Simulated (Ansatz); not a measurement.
# Response to strain in InSb

Take InSb in the zinc blende structure (space group F-43m, No. 216) as the base.

```xyz
2
Lattice="0.0000 3.2781 3.2781 3.2781 0.0000 3.2781 3.2781 3.2781 0.0000" Properties=species:S:1:pos:R:3 pbc="T T T"
In     0.0000     0.0000     0.0000
Sb     1.6390     1.6390     1.6390
```

Cartesian axes are those of the cell as printed.

Strains are applied to the cell and any free atomic positions relax.

Calculations: r2SCAN in Ansatz (plane waves to 500 eV, PAW, no spin-orbit coupling).

Notes on the quantities. energy relative to the base: free energy F.

```json
[
 {"case": "base", "shortest interatomic distance": "2.839 Å", "energy relative to the base": "0 meV/atom"},
 {"case": "tensor shear ε_xy = +0.86 %", "shortest interatomic distance": "2.833 Å", "energy relative to the base": "+1.0 meV/atom"},
 {"case": "tensor shear ε_xy = +2.00 %", "shortest interatomic distance": "2.826 Å", "energy relative to the base": "+5.2 meV/atom"},
 {"case": "tensor shear ε_xy = +1.14 %", "shortest interatomic distance": "2.832 Å", "energy relative to the base": "+1.7 meV/atom"},
 {"case": "tensor shear ε_xy = +1.43 %", "shortest interatomic distance": "2.830 Å", "energy relative to the base": "+2.6 meV/atom"},
 {"case": "tensor shear ε_xy = +1.71 %", "shortest interatomic distance": "2.828 Å", "energy relative to the base": "+3.8 meV/atom"},
 {"case": "tensor shear ε_xy = +0.29 %", "shortest interatomic distance": "2.837 Å", "energy relative to the base": "+0.1 meV/atom"},
 {"case": "tensor shear ε_xy = +0.57 %", "shortest interatomic distance": "2.835 Å", "energy relative to the base": "+0.4 meV/atom"}
]
```

No phonon test of stability was made. The final runs are not spin-polarised.

Ansatz is a program for electronic structure.
